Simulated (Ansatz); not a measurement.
## GaP, response to strain

Take GaP in the zinc blende structure (space group F-43m, No. 216) as the base.

```
GaP
1.0
    0.00000     2.75299     2.75299
    2.75299     0.00000     2.75299
    2.75299     2.75299     0.00000
Ga P
1 1
Direct
  0.00000   0.00000   0.00000
  0.25000   0.25000   0.25000
```

Strains are applied to the cell and any free atomic positions relax.

Computed with PBE/PAW in Ansatz (a quantum-chemistry and plane-wave program), no spin-orbit coupling.

```csv
isotropic strain (%),pressure (GPa)
-3,8.6
-2.5,6.9
-1,2.5
-0.5,1.2
0,0.0
0.5,-1.1
1.5,-3.1
2.5,?
3,-5.5
```

Question: Fit P = P₀ − Bδ + Cδ² with δ = (1 + ε)³ − 1 to the rows shown and predict the withheld row.

Answer: Least squares on the printed values gives P₀ = 0.0 GPa, B = 79.0 GPa, C = 216 GPa (largest residual 0.1 GPa); this predicts -4.8 GPa, and the run gives -4.8 GPa, in agreement.

No phonon test of stability was made. The real GaP has an indirect gap at ambient pressure; PBE orders its close-lying valleys differently.
